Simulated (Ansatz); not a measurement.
C (model structure, P4₂/ncm, No. 138, 12 atoms in the cell) was calculated with HSE06 (plane waves, PAW; Ansatz, an electronic-structure program).

Numerical settings: plane-wave cutoff 460 eV, 6×6×4 k mesh (along the axes of the cell as run), Fermi–Dirac smearing 0.01 eV, scalar-relativistic PAW data made under PBE.

The cell is the one relaxed with PBEsol. Conventional cell: a = 3.4107 Å, b = 3.4107 Å, c = 6.0555 Å, α = 90.00°, β = 90.00°, γ = 90.00°.

```yaml
crystal:
  lattice:
    - [3.41068, 0.00000, 0.00000]
    - [0.00000, 3.41068, 0.00000]
    - [0.00000, 0.00000, 6.05550]
  atoms:
    - { symbol: C, position: [0.83210, 0.33210, 0.35954] }
    - { symbol: C, position: [0.16790, 0.66790, 0.35954] }
    - { symbol: C, position: [0.16790, 0.33210, 0.85954] }
    - { symbol: C, position: [0.83210, 0.66790, 0.85954] }
    - { symbol: C, position: [0.66790, 0.83210, 0.64046] }
    - { symbol: C, position: [0.33210, 0.16790, 0.64046] }
    - { symbol: C, position: [0.33210, 0.83210, 0.14046] }
    - { symbol: C, position: [0.66790, 0.16790, 0.14046] }
    - { symbol: C, position: [0.00000, 0.00000, 0.50000] }
    - { symbol: C, position: [0.50000, 0.50000, 0.00000] }
    - { symbol: C, position: [0.50000, 0.50000, 0.50000] }
    - { symbol: C, position: [0.00000, 0.00000, 0.00000] }
```

Task: List the 34 lowest band energies at Γ above −25 eV (eV, relative to the valence band maximum), grouping those that round alike.

Result: At Γ: -22.07, -19.63, -17.50, -12.52 (×2), -12.38, -11.43, -10.44, -9.77 (×2), -8.69, -7.35, -6.81, -6.11, -5.87, -5.28 (×2), -3.74 (×2), -3.04, -2.82, -2.35 (×2), 0.00, 6.26, 6.73 (×2), 7.29, 8.06 (×2), 9.77, 10.92, 11.88 (×2).

Note: the run warned that its exchange threshold was loose for the stress; the relaxation could raise the start's symmetry but not lower it, so the cell can be a saddle point; cell and atoms aren't relaxed at this level (largest force component 0.09 eV/Å, pressure -3.3 GPa).

A model structure was made by putting elements into a prototype or built by hand; it is no filed structure, need not be a known phase, and can be a saddle point held by its symmetry.
